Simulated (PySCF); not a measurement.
PySCF 2.14.0, B3LYP/def2-svp, df: Ta(NH)(Me)(OSiH3)2 ([CH3][Ta](=[NH])([O][SiH3])[O][SiH3]), 17 atoms. The geometry is a generated start, not checked to be a minimum at this level.

```
Item                                                 Value
-------------------------  -------------------------------
task                                                energy
method                                               b3lyp
basis                                             def2-svp
two-electron scheme                        density fitting
mol.max_memory                                     3000 MB
mf.max_cycle                                           100
mf.init_guess                              minao (default)
mf.DIIS                                    CDIIS (default)
mf.diis_space                                  8 (default)
mf.conv_tol                                1e-09 (default)
mf.grids.level                                 3 (default)
effective core potentials  those of the basis set, past Kr
basis functions                                        174
grid points                                         216632
```

```xyz
17

Ta    -0.6445    -0.2076     0.0206
N     -2.2561    -0.9811    -0.0956
H     -3.1246    -1.4892    -0.2092
C     -1.2151     1.5590     1.3840
H     -0.9644     2.4966     0.8833
H     -0.6313     1.4933     2.3031
H     -2.2681     1.5887     1.6537
O      0.6325    -1.1410     1.1083
Si     1.7883    -2.0188     1.8148
H      2.2339    -1.2458     2.9841
H      2.8861    -2.1780     0.8460
H      1.2240    -3.3157     2.1999
O     -0.0819     0.6945    -1.5781
Si     0.4821     1.1001    -3.0339
H      1.8936     1.4838    -2.8619
H     -0.3138     2.2356    -3.5104
H      0.3593    -0.0745    -3.9089
```

Charge 0 and multiplicity 1 are set for this test and not shown to be the ground state.

One run each on 2 threads, 1 BLAS thread. Values of level_shift (Hartree) tried: 0 (default), 0.1, 0.3, 1.

Problem. Predict the course of the Fock builds along this series.

Solution. Fewest Fock builds, within one of each other: 0 (default) with 13, 0.1 with 14. The count rises to 40 at 1. All converge to one solution.

| level_shift (Hartree) | Fock builds | end |
|---|---|---|
| 0 (default) | 13 | same solution |
| 0.1 | 14 | same solution |
| 0.3 | 18 | same solution |
| 1 | 40 | same solution |
